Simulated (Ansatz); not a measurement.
Ansatz (an electronic-structure program) run on ScF3 (R3, 4 atoms in the cell): self-consistent single point.

Level of theory: LDA (PW92), default PAW files made with PBE (plane waves; Ansatz).

The change in words: lattice scaled by 0.98; basis.ecutwfc: 420 eV → 145 eV. Reference geometry:
```
CELL_PARAMETERS angstrom
      2.86541     1.65434     2.33814
     -2.86541     1.65434     2.33814
      0.00000    -3.30869     2.33814
ATOMIC_POSITIONS crystal
  Sc 0.00713 0.00713 0.00713
  F  0.50000 0.00193 0.99807
  F  0.99807 0.50000 0.00193
  F  0.00193 0.99807 0.50000
```

Reference input (self-consistent single point, DFT, LDA (PW92), plane waves, default PAW files made with PBE): basis.ecutwfc = 420 eV; kpoints.mp_grid.grid = 6 6 6; hamiltonian.xc = lda; hamiltonian.pseudopotentials = {kind: paw} (the program's default PAW files); scf.occupations.method = fixed. This run's input differs from it in these lines:

Ansatz 0.2 input:
```diff
@@ -3,5 +3,5 @@
   lattice:
-    - [2.86541100, 1.65434500, 2.33814000]
-    - [-2.86541100, 1.65434500, 2.33814000]
-    - [0.00000000, -3.30869100, 2.33814000]
+    - [2.80810300, 1.62125800, 2.29137700]
+    - [-2.80810300, 1.62125800, 2.29137700]
+    - [0.00000000, -3.24251700, 2.29137700]
   atoms:
@@ -12,3 +12,3 @@
 basis:
-  ecutwfc: 420.0
+  ecutwfc: 145.0
 kpoints:
```

The program printed (abridged):

```
SCF iter   1: F=—  HF=-4377.052649 eV  |F-HF|=—  |Δ(HF+E_count)|=         —  Δρ=5.17e-1  dr2=7.54e1  ethr=1.77e-3  ⟨swp⟩=3.0  Hψ=3275  notcnv=0  defer=44
all-band conjugate gradients solve this SCF's bands
preconditioner: auto → Resta (q_TF=auto, 2.440 Å⁻¹)
SCF iter   2: F=—  HF=-4345.278138 eV  |F-HF|=—  |Δ(HF+E_count)|=    3.18e1  Δρ=1.65e-1  dr2=5.26e0  ethr=1.77e-3  ⟨swp⟩=3.1  Hψ=2621  notcnv=0  defer=56
   [... lines left out ...]
SCF iter   5: F=—  HF=-4341.944978 eV  |F-HF|=—  |Δ(HF+E_count)|=   1.01e-3  Δρ=4.57e-4  dr2=1.32e-4  ethr=2.83e-5  ⟨swp⟩=2.0  Hψ=1242  notcnv=0  defer=70
SCF iter   6: F=—  HF=-4341.944945 eV  |F-HF|=—  |Δ(HF+E_count)|=   3.21e-5  Δρ=5.73e-5  dr2=1.78e-6  ethr=4.13e-7  ⟨swp⟩=2.1  Hψ=1417  notcnv=0  defer=51
SCF iter   7: F=—  HF=-4341.944944 eV  |F-HF|=—  |Δ(HF+E_count)|=   1.26e-6  Δρ=1.32e-5  dr2=1.29e-7  ethr=3.13e-10  ⟨swp⟩=6.7  Hψ=3639  notcnv=0
SCF iter   8: F=-4341.944944 eV  HF=-4341.944944 eV  |F-HF|=2.59e-9  |Δ(HF+E_count)|=   3.39e-8  Δρ=2.50e-6  dr2=5.45e-9  ethr=3.13e-10  ⟨swp⟩=3.0  Hψ=2241  notcnv=0
SCF 1 converged in 8 iterations: F = -4341.944944 eV  dr2 = 5.45e-9
the forces of this run sum to 4.360e-2 eV/Å along one axis, over √4 times 1.000e-2 eV/Å (the walk's relax.f_tol, or that key's default on a run that moves no …
Free energy (F): -4341.944944 eV
Internal energy: -4341.944944 eV  (E = F + TS)
E sigma→0 (E₀):  -4341.944944 eV
Fermi energy:    -0.033199 eV
--- Forces (eV/Å), atoms counted from 1 ---
  atom   1  Sc    -0.00000000     0.00000000    -0.04743146
  atom   2  F      0.18626098     0.20070870     0.00127857
  atom   3  F     -0.26694932     0.06095239     0.00127856
  atom   4  F      0.08068834    -0.26166109     0.00127854
--- Stress (GPa, compression-positive) ---
       18.491659      -0.000000      -0.000000
        0.000000      18.491659       0.000000
       -0.000000       0.000000      18.436194
  P = ⅓ Tr σ = 18.4732 GPa (184.732 kbar)
  The stress holds the Pulay correction. Without it, at fixed plane waves, as pw.x and ABINIT print it: P = -749.8555 GPa
```

The run converged in 8 iterations. Against the reference run the free energy rises by 33.9 eV/atom, the pressure goes from -5.38 to 18.47 GPa, the largest force goes from 0.354 to 0.274 eV/Å and the gap on the mesh goes from 6.089 to 6.344 eV.

The starting cell comes from a database of computed structures (which also holds hypothetical and non-ambient phases and stackings), without a prior relaxation at this level. Its lattice was rescaled by up to half a per cent. One atom was moved a little off its site on purpose. For this run, on top of that: lattice scaled by 0.98. Ansatz's pressure includes its estimate of the finite-basis (Pulay) stress. Without the estimate this run gives -749.86 GPa. The cutoff lies below the one recommended for these files.
